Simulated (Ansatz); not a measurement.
Take GaSb in the zinc blende structure (space group F-43m, No. 216; a = 6.2135 Å) as the base. Axes: x, y, z lie along the cube axes.

The values are results of Kohn–Sham DFT with the PBE functional, run in Ansatz (a first-principles code) with PAW and 420 eV plane waves, no spin-orbit coupling, not measurements.

Now apply this change: the cell is scaled by 0.9839 in all directions, atoms relaxed at fixed cell.

Problem. Predict the stress tensor and what it implies for the stiffness.

Solution. Stress of the strained cell less that of the base (GPa, compression positive):
```
    2.4     0.0     0.0
    0.0     2.4     0.0
    0.0     0.0     2.4
```

Then B = −ΔP/(ΔV/V₀) with ΔV/V₀ = -0.0475 gives secant stiffness values (nonlinear terms included at this strain): B ≈ 52 GPa.

As a check, the harmonic strain energy −½ V₀ Δσ:ε is 11 meV/atom; the computed energy rise is 10 meV/atom.

Stability against distortions was not tested. All final runs are without spin polarisation.
